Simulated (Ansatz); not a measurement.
**A computed series for NaAuO2: pressure series**

Consider NaAuO2 (space group C2/m, No. 12; a cell from a computed database, its experimental status unchecked).

```xyz
4
Lattice="3.3157 -1.5070 0.0000 3.3157 1.5070 0.0000 -2.9827 0.0000 5.3719" Properties=species:S:1:pos:R:3 pbc="T T T"
Na     1.8243     0.0000     2.6860
Au     3.3157     0.0000     0.0000
O     -0.1362     0.0000     1.3218
O      3.7848     0.0000     4.0502
```

Cell and atoms are relaxed at each pressure.

All numbers come from PBEsol (Ansatz, an electronic-structure program; PAW; 420 eV plane waves; no spin-orbit coupling).

```
variant            smallest direct gap  shortest interatomic distance  band gap  width of the top valence band
-----------------  -------------------  -----------------------------  --------  -----------------------------
base                           1.62 eV                       200.9 pm   1.23 eV                        0.87 eV
pressure −2 GPa                1.59 eV                       201.4 pm   1.24 eV                        0.91 eV
pressure −1 GPa                1.60 eV                       201.1 pm   1.25 eV                        0.89 eV
pressure 0.9 GPa               1.63 eV                       200.7 pm   1.28 eV                        0.92 eV
pressure 2.1 GPa               1.64 eV                       200.5 pm   1.30 eV                        0.90 eV
pressure 4.5 GPa                     …                              …   1.30 eV                        0.86 eV
pressure 9 GPa                 1.74 eV                       199.4 pm   1.34 eV                        0.85 eV
pressure 15 GPa                1.81 eV                       198.5 pm   1.39 eV                        0.89 eV
pressure 22.5 GPa              1.89 eV                       197.6 pm   1.30 eV                        0.93 eV
pressure 30 GPa                1.96 eV                       196.9 pm   1.29 eV                        1.05 eV
```

Some entries are withheld; estimate them.


- pressure 4.5 GPa, smallest direct gap: 1.68 eV
- pressure 4.5 GPa, shortest interatomic distance: 200.1 pm

With Au present, leaving out spin-orbit coupling can change the band edges. Load acts through the strain it causes; cell and atoms are relaxed under it. Whether these cells are dynamically stable was not tested. No other phases were tried under pressure.
